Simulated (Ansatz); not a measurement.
## Effect of biaxial strain +0.28 %, plane normal [001], relaxed out of plane on CoSn

Start from CoSn (space group P6/mmm, No. 191; a = 5.218 Å, c = 4.172 Å; non-magnetic). Axes: x lies along a and z along c of the hexagonal cell.

Modification: biaxial strain +0.28 %, plane normal [001], relaxed out of plane (Cartesian); in-plane vectors clamped, the third vector and the atoms free.

Computed with Kohn–Sham DFT with the PBEsol functional, run in Ansatz (a program for electronic structure) with PAW and 420 eV plane waves, no spin-orbit coupling. Γ-centred 10×10×11 mesh, Fermi–Dirac width 0.05 eV.

The volume per atom increases by 0.068 Å³ to 16.46 Å³ and the space group stays P6/mmm (No. 191). The pressure (mean of the normal stresses, compression positive) goes from zero to -0.6 GPa and the band gap remains zero. The out-of-plane strain comes out as -0.14 % (rough) and the mean in-plane stress (compression positive) amounts to -0.9 GPa (rough).

Cost of the whole job for the changed cell (relaxation, final SCF and bands): very roughly 110 core-seconds.

Without a gap, meshes like the base's 10×10×11 leave anisotropic stresses uncertain by several tenths of a GPa, and small strain energies with them. No phonon test of stability was made. Starting moments died away, wholly or in part, for the base; another magnetic solution may exist. All final runs are without spin polarisation.
